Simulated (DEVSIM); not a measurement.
Si p-n junction from an implanted or diffused profile

Structure: Si p-n junction from an implanted or diffused profile, at 300 K.

```tsv
layer (left to right)	material	thickness (μm)	Nd (cm⁻³)	τn (s)	τp (s)
1	Si	38.0	1e15	0.00036	0.00036
```

Added acceptor profile: 3.5e16 cm⁻³ × exp(−(x − 0 μm)²/(2·(0.097 μm)²)). Left contact: ohmic. Right contact: ohmic. Voltage is applied to the left contact. Recombination: SRH at mid-gap, Auger. Mobility is μmin + (μ − μmin)/(1 + (N/Nref)^α).

The device is made up for the run: typed textbook-type constants, with dimensions and the other settings drawn at random. Values at 300 K.

```csv
parameter,Si
gap (eV),1.124
affinity (eV),4.05
permittivity,11.7
Nc (cm⁻³),2.86e19
Nv (cm⁻³),3.1e19
μn (cm²/Vs),1417
μp (cm²/Vs),470
"μn,min",52
"μp,min",45
"Nref,n",9.7e16
"Nref,p",2.2e17
αn,0.68
αp,0.72
Cn (cm⁶/s),2.8e-31
Cp (cm⁶/s),9.9e-32
```

DEVSIM, 1D drift-diffusion, Boltzmann statistics, complete ionisation; no tunnelling, impact ionisation, image-force lowering or self-heating.

```
Item                                            Result
---------------------------------------------  -------
Potential step across the device at zero bias  0.683 V
Dark forward voltage at 1 A/cm²                0.544 V
Dark forward voltage at 100 A/cm²              1.148 V
```

Dark reverse current:

| V (V) | J (A/cm²) |
|---|---|
| -0.04 | -1.2e-9 |
| -0.10 | -1.6e-9 |
| -0.20 | -1.7e-9 |
| -0.30 | -1.7e-9 |
| -0.40 | -1.8e-9 |
| -0.60 | -1.8e-9 |
| -0.80 | -1.9e-9 |
| -1.00 | -2.0e-9 |
| -1.30 | -2.1e-9 |
| -1.60 | -2.2e-9 |
| -2.00 | -2.4e-9 |

Dark forward current:

```tsv
V (V)	J (A/cm²)
0.05	9.1e-9
0.10	7.2e-8
0.15	5.0e-7
0.20	3.4e-6
0.30	0.00016
0.35	0.0011
0.40	0.0074
0.45	0.049
0.50	0.29
0.55	1.2
0.60	3.1
0.70	10
0.75	15
0.80	22
0.85	29
0.90	38
0.95	48
1.05	72
1.10	86
1.15	100
1.20	120
1.25	130
1.30	150
1.35	170
1.45	220
1.50	240
1.55	260
1.60	290
```
